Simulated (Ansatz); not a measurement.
Consider a periodic stack without vacuum, hcp Re (1 1 0) on rock-salt PbTe (0 0 1) (film strained to the substrate, started from cuts of the bulks and a machine-learned relaxation; slabs Pb4Te4 and Re14, which can lie off the formulas): substrate slab Pb4Te4, film Re14, surface cells [[1, 0], [1, 1]] and [[0, 1], [-1, 0]], film strained by -3.4 and +3.7 %, outermost planes PbTe/PbTe and Re/Re as cut, which need not be the usual terminations and can put a slab off its formula. Its start:

```
Pb2Re7Te2
1.0
    4.64476     0.00215    -0.12908
    0.00117     4.64516     0.11776
   -1.81070     1.36852    23.56930
Pb Te Re
4 4 14
Direct
  0.10860   0.01468   0.20367
  0.59902   0.50109   0.03520
  0.30397   0.74851   0.49603
  0.67332   0.46901   0.32644
  0.60778   0.52371   0.19541
  0.12304   0.04222   0.04537
  0.81598   0.28794   0.48838
  0.18360   0.96539   0.33462
  0.80256   0.55354   0.58898
  0.08500   0.02994   0.59199
  0.31320   0.50633   0.64574
  0.63862   0.00918   0.64875
  0.84156   0.49231   0.70710
  0.18253   0.98712   0.70999
  0.37644   0.46177   0.76625
  0.71940   0.96610   0.76744
  0.90805   0.44045   0.82485
  0.25067   0.93636   0.82499
  0.45096   0.40431   0.88617
  0.77788   0.90987   0.88622
  0.00345   0.39456   0.94307
  0.28256   0.87904   0.94278
```

The start was prepared with a machine-learned potential, and the result is one local minimum, with the in-plane cell held and forces under 0.04 eV/Å; the film can end far from its bulk form.

The numbers are results of PBE (plane waves to 420 eV, PAW; Ansatz, an electronic-structure program), not measurements. Spin–orbit coupling is left out; the runs are not spin-polarised. Its k-point mesh 7×7×1, Fermi–Dirac width 0.05 eV.

Q: Predict the relaxed interface.

A: 
```
Item                                                                                        Value
--------------------------------------------------------------------------------  ---------------
interface area                                                                            21.6 Å²
period                                                                                    23.30 Å
heights between the nearest atoms of the two slabs at the two interfaces          2.15 and 2.16 Å
Pb–Re contacts across the interfaces within 1.22 times the sum of covalent radii   8, mean 3.26 Å
Re–Te contacts across the interfaces within 1.22 times the sum of covalent radii   4, mean 2.79 Å
```
